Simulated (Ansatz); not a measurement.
Reference: CsCl (Pm-3m), PBEsol, rigid bands (plane waves, PAW, scalar-relativistic; Ansatz, a first-principles code); geometry: cell and atoms relaxed with PBEsol.

```xyz
2
Lattice="4.0686 0.0000 0.0000 0.0000 4.0686 0.0000 0.0000 0.0000 4.0686" Properties=species:S:1:pos:R:3 pbc="T T T"
Cs     0.0000     0.0000     0.0000
Cl     2.0343     2.0343     2.0343
```

The band gap comes out as 5.23 eV. The electron conductivity mass is 0.57 mₑ. The Seebeck coefficient, n-type 1e19 cm⁻³ comes out as -321 μV/K.

Swap Cs for K, keeping the structure type. How do these values move?

KCl (Pm-3m): volume per atom 33.7 to 26.1 Å³; band gap falls (5.23 eV to 4.96 eV); electron conductivity mass falls (0.57 mₑ to 0.40 mₑ); Seebeck coefficient, n-type 1e19 cm⁻³ falls in size (-321 μV/K to -185 μV/K).

Swap Cl for Br, keeping the structure type. How do these values move?

CsBr (Pm-3m): volume per atom 33.7 to 38.2 Å³; band gap falls (5.23 eV to 4.45 eV); electron conductivity mass falls (0.57 mₑ to 0.30 mₑ); Seebeck coefficient, n-type 1e19 cm⁻³ falls in size (-321 μV/K to -155 μV/K).

Replace Cs by Rb on the same sites and relax. What happens?

RbCl (Pm-3m): volume per atom 33.7 to 29.4 Å³; band gap falls (5.23 eV to 4.94 eV); electron conductivity mass falls (0.57 mₑ to 0.37 mₑ); Seebeck coefficient, n-type 1e19 cm⁻³ falls in size (-321 μV/K to -176 μV/K).

Moves up to 5 % count as about the same. Masses are for dilute carriers at 300 K, harmonic means over directions unless an axis is named. Seebeck coefficients are for the stated density at 300 K, with one relaxation time for all states and whether or not that doping can be reached. Spin-orbit coupling is left out.

Computed structure with no diffraction record at hand here (it may be known, metastable or hypothetical): KCl (Pm-3m), RbCl (Pm-3m).
